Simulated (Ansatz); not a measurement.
Pressure series in MgF2

Take MgF₂ in the rutile structure (space group P4_2/mnm, No. 136) as the base.

```
CELL_PARAMETERS angstrom
      4.69945     0.00000     0.00000
      0.00000     4.69945     0.00000
      0.00000     0.00000     3.09382
ATOMIC_POSITIONS crystal
  Mg 0.50000 0.50000 0.50000
  Mg 0.00000 0.00000 0.00000
  F  0.69642 0.69642 0.00000
  F  0.30358 0.30358 0.00000
  F  0.80358 0.19642 0.50000
  F  0.19642 0.80358 0.50000
```

Cell and atoms are relaxed at each pressure.

All numbers come from PBE/PAW in Ansatz (a program for electronic structure), no SOC, earlier PAW set.

Candidates:
(a) pressure −2 GPa
(b) pressure 75 GPa
(c) pressure 50 GPa

Base values:

The band gap is 6.83 eV.

Task: Order them by band gap, lowest first.

Result: (a) pressure −2 GPa (6.68 eV), (c) pressure 50 GPa (8.98 eV), (b) pressure 75 GPa (9.63 eV)

Load acts through the strain it causes; cell and atoms are relaxed under it. Whether these cells are dynamically stable was not tested. No other phases were tried under pressure.
